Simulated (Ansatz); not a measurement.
All values below come from PBE (plane waves to 420 eV, PAW; Ansatz, a program for electronic structure).

Electrostatic potential energy of an electron, averaged over planes parallel to the surface, in eV from the highest filled level, for the (115) surface of diamond, 2 pairs of surface atoms bonded, one H, on a paired C at depth 0.7 Å (bottom of the slab: built like the top, H on every dangling bond, free):

(z (Å), V (eV)): (3.94, 3.15); (4.22, 3.15); (4.50, 3.15); (4.78, 3.15); (5.06, 3.15); (5.34, 3.15); (5.62, 3.15); (5.91, 3.15); (6.19, 3.15); (6.47, 3.14); (6.75, 3.13); (7.03, 3.10); (7.31, 3.02); (7.59, 2.81); (7.88, 2.23); (8.16, 1.02); (8.44, 0.23); (8.72, -2.52); (9.00, -5.22); (9.28, -7.25); (9.56, -9.64); (9.84, -10.91); (10.12, -11.75); (10.41, -11.60); (10.69, -11.29); (10.97, -10.99); (11.25, -11.02); (11.53, -11.16); (11.81, -11.14); (12.09, -11.19); (12.38, -11.13); (12.66, -11.18); (12.94, -11.20); (13.22, -11.14); (13.50, -11.25); (13.78, -11.14); (14.06, -11.21); (14.34, -11.19); (14.62, -11.14); (14.91, -11.20); (15.19, -11.10); (15.47, -11.21); (15.75, -11.14); (16.03, -10.92); (16.31, -10.69); (16.59, -10.48); (16.88, -10.61); (17.16, -11.30); (17.44, -12.82); (17.72, -12.92); (18.00, -10.86); (18.28, -6.96); (18.56, -2.37); (18.84, 1.24); (19.12, 3.77); (19.41, 4.83); (19.69, 5.25); (19.97, 5.43); (20.25, 5.51); (20.53, 5.54); (20.81, 5.55); (21.09, 5.56); (21.38, 5.56); (21.66, 5.57); (21.94, 5.57); (22.22, 5.57); (22.50, 5.57); (22.78, 5.57); (23.06, 5.57)

Slab: 63 atoms, 10.9 Å thick at the start with caps and adatoms (thin: gaps and levels are the slab's own); k 5x4x1, smearing 0.025 eV, dipole-corrected; 12 atoms held, the rest relaxed; no symmetry held; spin-polarised, ending with about 1.0 μB a cell; orders that need a larger cell were not tried, no spin-orbit, no U. In PBE it is, or lies within 0.01 eV a 1x1 cell of, the lowest of the 3 structures of its composition computed so far; larger cells were not tried.

Task: The surface cell has an area of 33.14 Å². What dipole along the normal does the step between the two vacuum levels imply?

Result: the top vacuum level lies 2.41 eV above the bottom one; p = −ε₀ A ΔV (ε₀ = 0.005526 e/(V·Å)) gives -0.44 e·Å a cell.
